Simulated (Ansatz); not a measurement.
Functionals compared on the (210) surface of alpha tin in its 1x1 cell, outermost plane spacing 0.74 Å in the ideal cut, in Ansatz (plane waves, PAW). The structure was relaxed with PBE; the other rows are single points on it, each with its references at the same level. Cutoff 420 eV (500 eV for r2SCAN).

Model: 15-atom slab, 10.4 Å thick at the start (thin: gaps and levels are the slab's own), 6x5x1 mesh, Fermi-Dirac 0.1 eV, dipole correction, all atoms relaxed; no symmetry held; no spin, no spin-orbit, no U. These notes are the PBE run's.

```json
[
 {"functional": "PBE", "surface energy (J/m²)": "0.58", "work function of the top face (eV)": "4.14", "rough cost of the single point": "–"},
 {"functional": "LDA", "surface energy (J/m²)": "0.77", "work function of the top face (eV)": "4.39", "rough cost of the single point": "about 2.8 core-minutes (a rough figure)"},
 {"functional": "PBEsol", "surface energy (J/m²)": "0.69", "work function of the top face (eV)": "4.20", "rough cost of the single point": "about 3 core-minutes (a rough figure)"},
 {"functional": "RPBE", "surface energy (J/m²)": "0.49", "work function of the top face (eV)": "4.03", "rough cost of the single point": "very roughly 2.9 core-minutes"},
 {"functional": "r2SCAN", "surface energy (J/m²)": "0.74", "work function of the top face (eV)": "4.24", "rough cost of the single point": "very roughly 6 core-minutes"}
]
```

Ansatz is a program for electronic structure.
